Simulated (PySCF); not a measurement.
PySCF 2.14.0, unrestricted PBE/def2-svpd, df: vinylidene fluoride anion (C=C(F)F), charge -1, multiplicity 2, 6 atoms. The geometry is a generated start, not checked to be a minimum at this level.

```yaml
task: energy
method: pbe
basis: def2-svpd
two_electron_scheme: density fitting
mol.max_memory: 3000 MB
mf.max_cycle: 100
mf.conv_tol: 1e-09 (default)
mf.grids.level: 3 (default)
basis_functions: 102
grid_points: 76376
```

```xyz
6

C      0.7230    -0.0997    -0.0505
C     -0.5737     0.0762     0.0410
F     -1.4792    -0.8885     0.1120
F     -1.1838     1.2541     0.0800
H      1.3776     0.7473    -0.1072
H      1.1360    -1.0895    -0.0753
```

Charge -1 and multiplicity 2 are set for this test and not shown to be the ground state.

With the defaults (mf.DIIS = CDIIS, mf.level_shift = 0, mf.diis = true, newton = off, mf.init_guess = minao, mf.diis_space = 8) it converges in 16 Fock builds. One run each on 2 threads, 1 BLAS thread, with these changes:
- mf.DIIS = EDIIS
- mf.diis_space = 3
- mf.init_guess = atom
- mf.init_guess = mod_huckel
- mf.diis = false
- mf.level_shift = 1 Hartree
- newton = Hessian by the SCF's own integrals
- mf.diis_space = 12
- mf.level_shift = 0.3 Hartree

Task: Which runs fail or end elsewhere than the default run?

Result: No convergence: mf.DIIS = EDIIS; mf.level_shift = 0.3 Hartree; mf.level_shift = 1 Hartree; mf.diis = false (the run ends without SCF convergence in 100 cycles). Another solution: newton = Hessian by the SCF's own integrals (880 meV higher). The rest reach the solution of the defaults.

| setting | Fock builds | end |
|---|---|---|
| the defaults | 16 | same solution |
| mf.diis_space = 12 | 16 | same solution |
| mf.init_guess = atom | 18 | same solution |
| mf.init_guess = mod_huckel | 18 | same solution |
| mf.diis_space = 3 | 20 | same solution |
| newton = Hessian by the SCF's own integrals | 55 | other solution, 880 meV higher |
| mf.DIIS = EDIIS | 101 | no convergence |
| mf.level_shift = 0.3 Hartree | 101 | no convergence |
| mf.level_shift = 1 Hartree | 101 | no convergence |
| mf.diis = false | 101 | no convergence |

Under newton the count holds the products with the orbital Hessian.
